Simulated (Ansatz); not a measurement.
Consider SnO2 in the rutile structure (space group P4_2/mnm, No. 136; a = 4.828 Å, c = 3.238 Å).

Calculations: DFT with PBE, PAW potentials and a 420 eV plane-wave cutoff in Ansatz (a first-principles code), no SOC.

Base values:

| Quantity | Value |
|---|---|
| Lattice parameter a | 4.828 Å |
| c/a ratio | 0.671 |

It is then changed as follows: Pb takes the place of Sn on all its sites; the structure is relaxed again.

What happens to the lattice parameter a and c/a ratio?

The lattice parameter a grows by 0.254 Å, from 4.828 Å to 5.082 Å; the c/a ratio rises by 0.007 (0.671 → 0.678).

Whether these cells are dynamically stable was not tested. All final runs are without spin polarisation.
